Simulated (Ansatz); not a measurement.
## Effect of x(Sc) = 0.333, 3 atoms, I4/mmm on Ca

Start from Ca in the fcc (Cu type) structure (space group Fm-3m, No. 225; a = 5.569 Å).

The other end (x = 1) is Sc in the fcc (Cu type) structure (space group Fm-3m, No. 225; a model cell): 25.14 Å³/atom, gap zero; this end may not be an ambient phase.

Now apply this change: Sc replaces 33.3 % of the Ca, ordered in a cell of 3 atoms (starting symmetry I4/mmm) and fully relaxed.

The values are results of r2SCAN (Ansatz, a quantum-chemistry and plane-wave program, PAW, no spin-orbit coupling), earlier PAW set, not measurements. Settings: 18×18×18 k-points, 0.05 eV Fermi–Dirac smearing, for the changed cell.

The volume per atom shrinks by 7.28 Å³, from 43.17 Å³ to 35.89 Å³ and the density increases by 0.39 g/cm³ to 1.93 g/cm³. The shortest interatomic distance shrinks by 0.362 Å (3.938 Å → 3.576 Å) and the band gap is still zero.

Final structure:

```yaml
crystal:
  lattice:
    - [-1.85091, 1.85091, 7.85749]
    - [1.85091, -1.85091, 7.85749]
    - [1.85091, 1.85091, -7.85749]
  atoms:
    - { symbol: Ca, position: [0.84496, 0.84496, 0.00000] }
    - { symbol: Ca, position: [0.15504, 0.15504, 0.00000] }
    - { symbol: Sc, position: [0.50000, 0.50000, 0.00000] }
```

These are small ordered cells, not random alloys; other orderings at the same x differ. Whether these cells are dynamically stable was not tested. All final runs are without spin polarisation. An odd electron count without spin: Ca2Sc. Ca2Sc has a high density of states at the Fermi level and may be magnetic at this level. This is not the structure that Sc has at room temperature and ambient pressure.
